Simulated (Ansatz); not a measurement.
**InAgTe2 under a change: strain tensor (xx, yy, zz, yz, xz, xy) = (+1.47, −1.50, +0.68, +0.04, −0.07, −0.36) %**

Consider InAgTe2 in the chalcopyrite structure (space group I-42d, No. 122; a = 6.431 Å, c = 12.767 Å). Axes: x, y, z lie along a, b, c of the conventional cell.

Now apply this change: strain tensor (xx, yy, zz, yz, xz, xy) = (+1.47, −1.50, +0.68, +0.04, −0.07, −0.36) %, atoms relaxed at fixed cell.

Computed with PBEsol, PAW, 420 eV (Ansatz, a first-principles code; spin-orbit coupling left out). k-mesh 7×7×7 (Γ-centred); smearing 0.05 eV (Fermi–Dirac).

```tsv
quantity	base	changed	shift
space group	I-42d (No. 122)	P1 (No. 1)	–
energy relative to the base (free energy F)	0 meV/atom	+1.1 meV/atom	+1.1 meV/atom
pressure (mean of the normal stresses, compression positive)	0.00 GPa	-0.28 GPa	-0.285 GPa
band gap (uncertain: the Fermi level lies in a band; the changed cell)	0.08 eV	0.07 eV	-0.01 eV
stress (xx, yy, zz, yz, xz, xy; compression positive)	–	(-0.51, 0.01, -0.35, -0.01, 0.03, 0.15) GPa	–
```

Cost of the whole job for the changed cell (relaxation, final SCF and bands): around 23 core-minutes (rough).

With Te present, leaving out spin-orbit coupling can change the band edges. Stability against distortions was not tested. A zero or small gap of InAgTe2 can be the functional's error rather than a property of the material.
